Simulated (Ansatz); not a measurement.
For Ta3Si (model structure, started from the D03 type, Fm-3m, No. 225, 4 atoms in the cell), PBE (Ansatz, a quantum-chemistry and plane-wave program, plane waves, PAW) gives:

| Item | Result |
|---|---|
| lattice constant a | 6.462 Å |
| enthalpy of formation | -0.001 eV/atom |

Q: What does PBE-D3(BJ) in Ansatz (plane waves, PAW) give for the same quantities?

A: 
- lattice constant a: 6.395 Å (decreases by 1.0 %)
- formation enthalpy: -0.050 eV/atom (moves by -0.049 eV/atom)

Changes are worked out from the printed values.

Unless a cell is named, each level is at its own relaxed cell (PBE 16.87, PBE-D3(BJ) 16.35 Å³/atom).

Levels without +SOC leave out spin–orbit coupling, which shifts energies and cells of such heavy elements.

Ansatz's density-functional and Hartree–Fock values are scalar-relativistic unless marked +SOC, with PAW data made under PBE.

A model structure was made by putting elements into a prototype or built by hand; it is no filed structure, need not be a known phase, and can be a saddle point held by its symmetry.
